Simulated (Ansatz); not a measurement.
The parent structure is Ru in the hcp (Mg type) structure (space group P6_3/mmc, No. 194; a = 2.722 Å, c = 4.291 Å).

All numbers come from PBE, PAW, 420 eV (Ansatz, a quantum-chemistry and plane-wave program; no SOC).

For the base:

Volume per atom: 13.77 Å³

It is then changed as follows: a negative pressure, −1 GPa.

Q: How does this affect the volume per atom?

A: The volume per atom grows by 0.04 Å³ to 13.81 Å³.

Load acts through the strain it causes; cell and atoms are relaxed under it. Stability against distortions was not tested. The final runs are not spin-polarised.
